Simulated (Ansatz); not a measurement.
Defect migration in wurtzite GaN: interstitial O, charge state -2. Computed with PBE, PAW (plane waves to 420 eV; Ansatz, an electronic-structure program).

Cell of 72 host sites held at the relaxed PBE lattice; one k-point at (0.125, 0.250, 0.250); Fermi-Dirac width 0.01 eV, spin-restricted; finite-size errors left in. No zero-point or tunnelling terms. The charge state is imposed; whether it is stable for some Fermi level was not computed. Sites that were not tried may lie lower.

Barriers: single points on a 2×2×2 k-point mesh shifted by half a step along c at the bands' geometries.

A. O moves alone to another site; the atom moves 2.60 Å along (0.00, 0.00, -0.50) of the unit cell; the moving atom starts with neighbours 3 Ga at 1.90; N at 2.38, 2 N at 2.39 Å and ends with 3 Ga at 1.90; 3 N at 2.39 Å; saddle order first order.
B. O moves alone to another site; the atom moves 3.22 Å along (1.00, 1.00, 0.00) of the unit cell; the moving atom starts with neighbours 3 Ga at 1.90; N at 2.38, 2 N at 2.39 Å and ends with 3 Ga at 1.90; 2 N at 2.39, N at 2.39 Å; saddle order inconclusive.

Task: Rank these by forward barrier (lowest first), as PBE, PAW gives it.

Result: A (1.86 eV), B (2.13 eV)
